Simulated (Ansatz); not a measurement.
Start from C in the diamond structure (space group Fd-3m, No. 227; a = 3.560 Å). Axes: x, y, z lie along the cube axes.

Method: Kohn–Sham DFT with the r2SCAN functional, run in Ansatz (an electronic-structure program) with PAW and 500 eV plane waves, scalar-relativistic without spin-orbit coupling.

Before the change:

Valence-band top at Γ: 0.00, 0.00, 0.00 eV

Perturbation: biaxial strain −2.00 %, plane normal [001], relaxed out of plane (Cartesian); in-plane vectors clamped, the third vector and the atoms free.

### Question
Predict the new valence-band top at Γ.

### Answer
The valence-band top at Γ (three highest levels, from the VBM) changes from 0.00, 0.00, 0.00 eV to 0.00, 0.00, -0.41 eV.

### Question
Estimate the effect on the in-plane stress.

### Answer
The mean in-plane stress (compression positive) is +26.0 GPa.

The levels and masses belong to the bands next to the band gap. Stability against distortions was not tested.
